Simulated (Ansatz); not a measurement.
```yaml
crystal:
  lattice:
    - [23.50000, 0.00000, 0.00000]
    - [0.00000, 23.50000, 0.00000]
    - [0.00000, 0.00000, 5.56563]
  atoms:
    - { symbol: B, position: [0.76008, 0.50000, 0.66670] }
    - { symbol: P, position: [0.75603, 0.56860, 0.83330] }
    - { symbol: P, position: [0.76506, 0.50000, 0.33330] }
    - { symbol: B, position: [0.72524, 0.63004, 0.66670] }
    - { symbol: P, position: [0.68743, 0.68743, 0.83330] }
    - { symbol: B, position: [0.75122, 0.56731, 0.16670] }
    - { symbol: P, position: [0.72955, 0.63253, 0.33330] }
    - { symbol: B, position: [0.63004, 0.72524, 0.66670] }
    - { symbol: P, position: [0.56860, 0.75603, 0.83330] }
    - { symbol: B, position: [0.68391, 0.68391, 0.16670] }
    - { symbol: P, position: [0.63253, 0.72955, 0.33330] }
    - { symbol: B, position: [0.50000, 0.76008, 0.66670] }
    - { symbol: P, position: [0.43140, 0.75603, 0.83330] }
    - { symbol: B, position: [0.56731, 0.75122, 0.16670] }
    - { symbol: P, position: [0.50000, 0.76506, 0.33330] }
    - { symbol: B, position: [0.36996, 0.72524, 0.66670] }
    - { symbol: P, position: [0.31257, 0.68743, 0.83330] }
    - { symbol: B, position: [0.43269, 0.75122, 0.16670] }
    - { symbol: P, position: [0.36747, 0.72955, 0.33330] }
    - { symbol: B, position: [0.27476, 0.63004, 0.66670] }
    - { symbol: P, position: [0.24397, 0.56860, 0.83330] }
    - { symbol: B, position: [0.31609, 0.68391, 0.16670] }
    - { symbol: P, position: [0.27045, 0.63253, 0.33330] }
    - { symbol: B, position: [0.23992, 0.50000, 0.66670] }
    - { symbol: P, position: [0.24397, 0.43140, 0.83330] }
    - { symbol: B, position: [0.24878, 0.56731, 0.16670] }
    - { symbol: P, position: [0.23494, 0.50000, 0.33330] }
    - { symbol: B, position: [0.27476, 0.36996, 0.66670] }
    - { symbol: P, position: [0.31257, 0.31257, 0.83330] }
    - { symbol: B, position: [0.24878, 0.43269, 0.16670] }
    - { symbol: P, position: [0.27045, 0.36747, 0.33330] }
    - { symbol: B, position: [0.36996, 0.27476, 0.66670] }
    - { symbol: P, position: [0.43140, 0.24397, 0.83330] }
    - { symbol: B, position: [0.31609, 0.31609, 0.16670] }
    - { symbol: P, position: [0.36747, 0.27045, 0.33330] }
    - { symbol: B, position: [0.50000, 0.23992, 0.66670] }
    - { symbol: P, position: [0.56860, 0.24397, 0.83330] }
    - { symbol: B, position: [0.43269, 0.24878, 0.16670] }
    - { symbol: P, position: [0.50000, 0.23494, 0.33330] }
    - { symbol: B, position: [0.63004, 0.27476, 0.66670] }
    - { symbol: P, position: [0.68743, 0.31257, 0.83330] }
    - { symbol: B, position: [0.56731, 0.24878, 0.16670] }
    - { symbol: P, position: [0.63253, 0.27045, 0.33330] }
    - { symbol: B, position: [0.72524, 0.36996, 0.66670] }
    - { symbol: P, position: [0.75603, 0.43140, 0.83330] }
    - { symbol: B, position: [0.68391, 0.31609, 0.16670] }
    - { symbol: P, position: [0.72955, 0.36747, 0.33330] }
    - { symbol: B, position: [0.75122, 0.43269, 0.16670] }
```

The numbers are results of PBE (plane waves to 420 eV, PAW; Ansatz, a first-principles code), not measurements. Mesh 1×1×6. No spin polarisation. It repeats along c; a and b span vacuum. A hypothetical model, rolled from the flat sheet. Only distortions within the start's symmetry and period were free.

**Question.** Tabulate the two highest filled and two lowest empty levels along the axis, from the valence top.

**Answer.** 
```json
[
 {"k (2π/c)": "0.000", "v2 (eV)": "0.00", "v1 (eV)": "0.00", "c1 (eV)": "0.84", "c2 (eV)": "1.01"},
 {"k (2π/c)": "0.042", "v2 (eV)": "-0.04", "v1 (eV)": "-0.04", "c1 (eV)": "0.88", "c2 (eV)": "1.05"},
 {"k (2π/c)": "0.083", "v2 (eV)": "-0.14", "v1 (eV)": "-0.14", "c1 (eV)": "0.99", "c2 (eV)": "1.17"},
 {"k (2π/c)": "0.125", "v2 (eV)": "-0.28", "v1 (eV)": "-0.28", "c1 (eV)": "1.14", "c2 (eV)": "1.31"},
 {"k (2π/c)": "0.167", "v2 (eV)": "-0.44", "v1 (eV)": "-0.44", "c1 (eV)": "1.31", "c2 (eV)": "1.45"},
 {"k (2π/c)": "0.208", "v2 (eV)": "-0.54", "v1 (eV)": "-0.54", "c1 (eV)": "1.49", "c2 (eV)": "1.49"},
 {"k (2π/c)": "0.250", "v2 (eV)": "-0.61", "v1 (eV)": "-0.61", "c1 (eV)": "1.51", "c2 (eV)": "1.51"},
 {"k (2π/c)": "0.292", "v2 (eV)": "-0.70", "v1 (eV)": "-0.70", "c1 (eV)": "1.55", "c2 (eV)": "1.55"},
 {"k (2π/c)": "0.333", "v2 (eV)": "-0.79", "v1 (eV)": "-0.79", "c1 (eV)": "1.61", "c2 (eV)": "1.61"},
 {"k (2π/c)": "0.375", "v2 (eV)": "-0.89", "v1 (eV)": "-0.89", "c1 (eV)": "1.68", "c2 (eV)": "1.68"},
 {"k (2π/c)": "0.417", "v2 (eV)": "-0.94", "v1 (eV)": "-0.94", "c1 (eV)": "1.64", "c2 (eV)": "1.64"},
 {"k (2π/c)": "0.458", "v2 (eV)": "-0.92", "v1 (eV)": "-0.92", "c1 (eV)": "1.60", "c2 (eV)": "1.60"},
 {"k (2π/c)": "0.500", "v2 (eV)": "-0.92", "v1 (eV)": "-0.92", "c1 (eV)": "1.59", "c2 (eV)": "1.59"}
]
```
